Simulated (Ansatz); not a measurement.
# GaAs (model structure, from the CsCl type, Pm-3m, No. 221): enthalpy of formation by level of theory

No measured value is used here.

```tsv
level (code)	value (eV/atom)
PBE (Ansatz)	0.187
PBEsol (Ansatz)	0.162
PBE-D3(BJ) (Ansatz)	___
r²SCAN (Ansatz)	0.327
```

Q: Some entries are withheld; supply them.

A: 
- PBE-D3(BJ) (Ansatz, a program for electronic structure), value (eV/atom): 0.156

Each level is taken at its own relaxed cell. Ansatz's density-functional and Hartree–Fock values are scalar-relativistic unless marked +SOC, with PAW data made under PBE.

A model structure was made by putting elements into a prototype or built by hand; it is no filed structure, need not be a known phase, and can be a saddle point held by its symmetry.
